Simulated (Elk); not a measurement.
Worked example: self-consistent single point of LaPt₂ (Fd-3m, 6 atoms in the cell) in Elk.

Method of the run: LDA (PW92), all-electron FP-LAPW, Elk's shipped species files, APW+lo basis with extra local orbitals in Elk.

```
CELL_PARAMETERS angstrom
      0.00000     3.91631     3.91631
      3.91631     0.00000     3.91631
      3.91631     3.91631     0.00000
ATOMIC_POSITIONS crystal
  La 0.50000 0.50000 0.50000
  La 0.75000 0.75000 0.75000
  Pt 0.12500 0.12500 0.12500
  Pt 0.62500 0.12500 0.12500
  Pt 0.12500 0.12500 0.62500
  Pt 0.12500 0.62500 0.12500
```

Reference input (self-consistent single point, DFT, PBEsol, all-electron FP-LAPW, Elk's shipped species files, APW+lo basis with extra local orbitals): xctype = 22; rgkmax = 7.5; stype = 0; swidth = 0.00734986 Ha; ngridk = 7 7 7; gmaxvr = 16 1/bohr; nxlo = 2; lorbcnd = true; rmtscf = 0.88; lmaxi = 3. This run's input differs from it in these lines:

```diff
@@ -4,3 +4,3 @@
 xctype
-  22
+  3
```

Output, abridged:

```
│ Self-consistent loop started │
│ Loop number : 1 │
 total energy                :     -90651.8745794
│ Loop number : 2 │
 total energy                :     -90659.5806443
RMS change in Kohn-Sham potential (target) :   0.3897525693     (  0.1000000000E-05)
Absolute change in total energy (target)   :    7.706064909     (  0.1000000000E-03)
│ Loop number : 3 │
 total energy                :     -90705.7941911
RMS change in Kohn-Sham potential (target) :   0.2506598310     (  0.1000000000E-05)
Absolute change in total energy (target)   :    48.14006297     (  0.1000000000E-03)
│ Loop number : 4 │
   [... lines left out ...]
Absolute change in total energy (target)   :   0.2746522368E-03 (  0.1000000000E-03)
│ Loop number : 20 │
 total energy                :     -90728.5209748
RMS change in Kohn-Sham potential (target) :   0.1257731559E-06 (  0.1000000000E-05)
Absolute change in total energy (target)   :   0.1052750886E-03 (  0.1000000000E-03)
│ Loop number : 21 │
 total energy                :     -90728.5210161
RMS change in Kohn-Sham potential (target) :   0.2789296854E-07 (  0.1000000000E-05)
Absolute change in total energy (target)   :   0.6754016795E-04 (  0.1000000000E-03)
Convergence targets achieved

│ Loop number : 22 │

Energies :
 Fermi                       :     0.438600413867
 total energy                :     -90728.5210271

Density of states at Fermi energy :    59.18034338
 (states/Hartree/unit cell)

Estimated indirect band gap :   0.4181161571E-02
 from k-point     16 to k-point      3
Estimated direct band gap   :   0.1136981208E-01
 at k-point      3

Charges :
 core                        :    284.0000000
 valence                     :    142.0000000
 interstitial                :    12.87689130
 muffin-tins (core leakage)
  species :    1 (La)
   atom    1                 :    53.80185231     (  0.1384523249E-02)
   atom    2                 :    53.80185231     (  0.1384523249E-02)
  species :    2 (Pt)
   atom    1                 :    76.37985102     (  0.8965877627E-03)
   atom    2                 :    76.37985102     (  0.8965877627E-03)
   atom    3                 :    76.37985102     (  0.8965877627E-03)
   atom    4                 :    76.37985102     (  0.8965877627E-03)
 total in muffin-tins        :    413.1231087
 total calculated charge     :    425.9799183
 total charge                :    426.0000000
 error                       :   0.2008169073E-01

│ Self-consistent loop stopped │
```

The run converged in 22 iterations. The count includes the last loop, which Elk runs after its targets are met. 

The starting cell comes from a database of computed structures (which also holds hypothetical and non-ambient phases and stackings), without a prior relaxation at this level. Its lattice was rescaled by a random factor within 2.5 % of one. Spin-orbit coupling is off. Spin polarisation is off. Values depend on the basis (sphere radii, cutoffs, local orbitals), which need not be converged. The log's line on a gap gives a spacing of levels on this mesh, which the program prints for metals too.

Cost on one core of a shared machine: roughly 80 s.
